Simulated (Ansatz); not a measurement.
Amorphous Zr₂₀O₄₁Zn, 62 atoms at 5.30 g/cm³, one PBE-relaxed geometry, zone centre. Methods: PBE, scalar-relativistic without spin-orbit coupling (Ansatz, a quantum-chemistry and plane-wave program); r2SCAN, scalar-relativistic without spin-orbit coupling (Ansatz); HSE06, scalar-relativistic without spin-orbit coupling (Ansatz). Plane waves to 420 eV (r2SCAN 500 eV); exact exchange is cut at the cell's faces. At PBE the levels at the filled edge of the gap are localised (band-tail or defect states). All rungs ran without spin polarisation.

Preparation: random packing, a CHGNet melt and quench, and a DFT relaxation. O atoms were pushed apart under 1.9 Å during the dynamics, to hinder bonds among them. The hot cell started wider than the set density and was brought back towards it in steps. It is the lowest in DFT energy of 2 quenches. It is a model cell: composition and starting density were chosen by hand, and all elements were melted together. No dispersion term was used. Its density started from a set value of 5.30 and ended at 5.30 g/cm³. The quench (nominally 300 K/ps over its main leg) was far faster than any real one, so the model tends to hold more defects than a real film. One small periodic cell is one sample of the glass; other quenches scatter about these values. The volume was held where the preparation left it and the shape relaxed, at a PBE pressure of 0.3 GPa.

The relaxation ran on the zone centre alone. At PBE the level gap is 3.48 eV on a 2×2×2 Γ-centred mesh, and the spacing at the zone centre alone 3.54 eV.

**Question.** What zone-centre spacing does r2SCAN give, roughly?

**Answer.** 3.96 eV (+0.43 eV against PBE).

**Question.** What zone-centre spacing does HSE06 give, roughly?

**Answer.** 5.04 eV (+1.50 eV against PBE).

The highest filled and the lowest empty state spread over these numbers of atoms (participation numbers): PBE: 7.1 and 12.2; r2SCAN: 6.5 and 12.2; HSE06: 6.4 and 13.8.
